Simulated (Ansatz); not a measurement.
Consider Ti in the hcp (Mg type) structure (space group P6_3/mmc, No. 194; a = 2.902 Å, c = 4.593 Å; relaxed with 0.1 eV smearing).

Level of theory: PBEsol (Ansatz, an electronic-structure program), scalar-relativistic without spin-orbit coupling.

For the base:

```
Quantity   Result
--------  -------
Pressure  0.0 GPa
```

It is then changed as follows: every lattice vector is stretched by 0.13 %; the atoms relax in the strained cell.

Predict the new energy relative to the base.

The energy is nearly the same.

Predict the new pressure.

The pressure (mean of the normal stresses, compression positive) goes from zero to -0.5 GPa.

Stability against distortions was not tested. All final runs are without spin polarisation.
